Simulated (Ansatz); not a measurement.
The starting structures come from a database of crystals and need not be the phases stable at ambient conditions.

By PBEsol, the system below comes out a metal.

A figure of merit of an interconnect metal is its ballistic conductance per area.

Here is the system:

```yaml
crystal:
  lattice:
    - [3.82221, 0.00000, 0.00000]
    - [0.00000, 8.56134, 0.00000]
    - [1.91111, 4.28067, 1.91111]
  atoms:
    - { symbol: Ti, position: [0.00000, 0.00000, 0.00000] }
    - { symbol: Al, position: [0.00000, 0.50000, 0.00000] }
    - { symbol: Al, position: [0.50000, 0.75000, 0.00000] }
    - { symbol: Al, position: [0.50000, 0.25000, 0.00000] }
```

The cell is taken as given.

The current flows along the normal of the first two printed cell vectors, the (100) plane of the conventional cell. No spin-orbit coupling; the value is a mean over 0.1 eV about the Fermi level.

Problem. State the ballistic conductance per area according to PBEsol run with Ansatz (an electronic-structure program).

Solution. 0.55 × 10¹⁵ S/m² for both spins.
